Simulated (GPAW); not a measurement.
GPAW run on TiFeH₂ (Pmc2_1, 8 atoms in the cell): self-consistent single point.

Level of theory: PBEsol, GPAW PAW datasets PBEsol (made by gpaw-setup) (plane waves; GPAW).

The change in words: lattice scaled by 0.98. Reference geometry:
```
TiFeH2
1.0
    2.81432     0.00000     0.00000
    0.00000     4.74840     0.00000
    0.00000     0.00000     4.56458
Ti Fe H
2 2 4
Cartesian
  1.40716   1.42367   1.32345
  1.40716   3.32473   3.60574
  0.00000   0.88809   3.60455
  0.00000   3.86031   1.32227
  1.40716   4.42769   2.05187
  1.40716   0.32071   4.33416
  0.00000   2.27239   2.52353
  0.00000   2.47601   0.24124
```

Reference input (self-consistent single point, DFT PBEsol, plane waves, GPAW PAW datasets PBEsol (made by gpaw-setup)): mode = pw; ecut = 850 eV; xc = PBEsol; kpts = 8 5 5; mesh shift (steps) = 0 0 0; occupations.name = fermi-dirac; occupations.width = 0.136 eV; nbands = -12; convergence.density = 1e-05 e/electron; symmetry.symmorphic = false; symmetry.tolerance = 0.0005; maxiter = 150. This run's input differs from it in these lines:

```diff
@@ -5,5 +5,5 @@
 atoms = Atoms(['Ti', 'Ti', 'Fe', 'Fe', 'H', 'H', 'H', 'H'],
-              cell=[[2.814315, 0.000000, 0.000000],
-                    [0.000000, 4.748400, 0.000000],
-                    [0.000000, 0.000000, 4.564576]],
+              cell=[[2.758029, 0.000000, 0.000000],
+                    [0.000000, 4.653432, 0.000000],
+                    [0.000000, 0.000000, 4.473284]],
               scaled_positions=[[0.500000, 0.299820, 0.289940],
```

Output, abridged:

```
     iter     time        total  log10-change:
                         energy   eigst   dens
iter:   1 --:--:--   -52.094058
iter:   2 --:--:--   -51.242135   -0.70  -1.19
iter:   3 --:--:--   -50.692544   -1.53  -1.27
iter:   4 --:--:--   -50.009601   -0.52  -1.35
iter:   5 --:--:--   -50.236688   -1.16  -1.77
iter:   6 --:--:--   -50.004878   -1.33  -1.77
iter:   7 --:--:--   -50.006860   -2.26  -2.09
iter:   8 --:--:--   -50.001330c  -2.92  -2.44
iter:   9 --:--:--   -50.004896c  -2.99  -2.52
iter:  10 --:--:--   -50.005794c  -2.58  -2.50
iter:  11 --:--:--   -50.004312c  -3.92  -2.86
iter:  12 --:--:--   -50.003452c  -4.21  -2.98
   [... 8 lines left out ...]
iter:  21 --:--:--   -50.003359c  -6.09  -4.20
iter:  22 --:--:--   -50.003332c  -6.52  -4.29
iter:  23 --:--:--   -50.003357c  -6.61  -4.41
iter:  24 --:--:--   -50.003347c  -7.10  -4.51
iter:  25 --:--:--   -50.003344c  -7.41c -4.65
iter:  26 --:--:--   -50.003348c  -8.17c -4.71
iter:  27 --:--:--   -50.003345c  -8.39c -4.76
iter:  28 --:--:--   -50.003346c  -9.11c -4.88
iter:  29 --:--:--   -50.003352c  -7.91c -4.91
iter:  30 --:--:--   -50.003348c  -8.39c -5.16c
Converged after 30 iterations.

Dipole moment: (-0.000000, -0.000000, 2.308171) |e|*Ang

Energy contributions relative to reference atoms: (reference = -115618.772147)

Kinetic:        +47.380232
Potential:      -42.564404
External:        +0.000000
XC:             -54.913164
Entropy (-ST):   -0.285147
Local:           +0.236562
SIC:             +0.000000
--------------------------
Free energy:    -50.145922
Extrapolated:   -50.003348

Showing only first 2 kpts
 Kpt  Band  Eigenvalues  Occupancy
  0    20      9.59053    1.98419
  0    21      9.69079    1.96723
  0    22     10.37409    0.56610
  0    23     10.57166    0.16909

  1    20      9.68449    1.96869
  1    21      9.79404    1.93127
  1    22     10.27710    0.89232
  1    23     10.37292    0.56959

Fermi level: 10.24769

No gap
   [... lines left out ...]
  2 Fe    0.00000   -0.04733   -0.11146
  3 Fe    0.00000    0.04733   -0.11146
  4 H     0.00000    0.00005    0.09940
  5 H     0.00000   -0.00005    0.09940
  6 H     0.00000    0.15497   -0.05375
  7 H     0.00000   -0.15497   -0.05375

Stress tensor:
    -0.040840     0.000000     0.000000
     0.000000    -0.036860     0.000000
     0.000000     0.000000    -0.037205
Stress (GPa, Voigt): [-6.5433 -5.9056 -5.9609  0.      0.      0.    ]
```

The run converged in 30 iterations. GPAW prints stress with tension positive. Against the reference run the free energy hardly moves (within 1 meV/atom), the pressure goes from -6.07 to 6.14 GPa and the largest force goes from 0.087 to 0.164 eV/Å.

The starting cell comes from a database of computed structures (which also holds hypothetical and non-ambient phases and stackings), without a prior relaxation at this level. Its lattice was rescaled by a random factor within 2.5 % of one. For this run, on top of that: lattice scaled by 0.98. Spin polarisation is off. With a pressure of about 6 GPa the cell is away from its equilibrium volume at this level.

Cost on one core of a shared machine: roughly 5 min.
